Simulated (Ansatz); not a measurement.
Take Sc in the hcp (Mg type) structure (space group P6_3/mmc, No. 194; a = 3.318 Å, c = 5.186 Å; relaxed with 0.1 eV smearing) as the base. Axes: x lies along a and z along c of the hexagonal cell.

Method: Ansatz (an electronic-structure program), PBE, PAW, cutoff 420 eV, without spin-orbit coupling, earlier PAW set.

Perturbation: the cell is stretched by 2.20 % along z with no lateral relaxation; the atoms relax in the strained cell.

Question: Predict the stress tensor and what it implies for the stiffness.

Answer: Stress of the strained cell less that of the base (GPa, compression positive):
```
   -0.6     0.0     0.0
    0.0    -0.6     0.0
    0.0     0.0    -2.0
```

Then −Δσ_ii/ε with ε = 0.0220 gives secant stiffness values (nonlinear terms included at this strain): C33 ≈ 93 GPa, C13 ≈ 27 GPa and C23 ≈ 27 GPa.

Stability against distortions was not tested. The final runs are not spin-polarised.
